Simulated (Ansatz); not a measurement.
**SmIn3 (Pm-3m, No. 221)**

Computed with r²SCAN+rVV10 (plane waves, PAW; Ansatz, a first-principles code).

Settings: plane-wave cutoff 560 eV, 12×12×12 k mesh, Fermi–Dirac smearing 0.05 eV, spin-polarised with parallel moments, scalar-relativistic PAW data made under PBE.

Cell: relaxed at this level.

| Quantity | Result |
|---|---|
| lattice parameter a | 4.671 Å |

Note: the magnetic order was assumed, not searched for or taken from measurement; the 4f shell is treated without U or exact exchange, so its levels and filling can be wrong.

Spin–orbit coupling is not included.

It cost very roughly 12 core-minutes of CPU time.
